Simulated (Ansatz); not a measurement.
Consider the following.

```yaml
crystal:
  lattice:
    - [4.02728, 0.00000, 0.00000]
    - [-2.01364, 3.48773, 0.00000]
    - [0.00000, 0.00000, 6.56203]
  atoms:
    - { symbol: Cd, position: [0.66667, 0.33333, 0.50049] }
    - { symbol: Cd, position: [0.33333, 0.66667, 0.00049] }
    - { symbol: S, position: [0.66667, 0.33333, 0.87651] }
    - { symbol: S, position: [0.33333, 0.66667, 0.37651] }
```

Computed with PBEsol with spin-orbit coupling, rigid bands (plane waves, PAW; Ansatz, an electronic-structure program). Condition of this run: hydrostatic pressure 5 GPa (the target of the relaxation). Geometry: cell and atoms relaxed with PBEsol, then loaded as said.

### Question
What conductivity effective mass do dilute holes have at 300 K?

### Answer
1.02 (x), 1.02 (y), 1.41 (z) mₑ.

### Question
What conductivity effective mass do dilute electrons have at 300 K?

### Answer
0.147 (x), 0.147 (y), 0.136 (z) mₑ.

### Question
And the band gap?

### Answer
1.23 eV at this level; semilocal functionals usually fall short of the measured gap.

Rigid bands, one relaxation time for all states, no polarons.
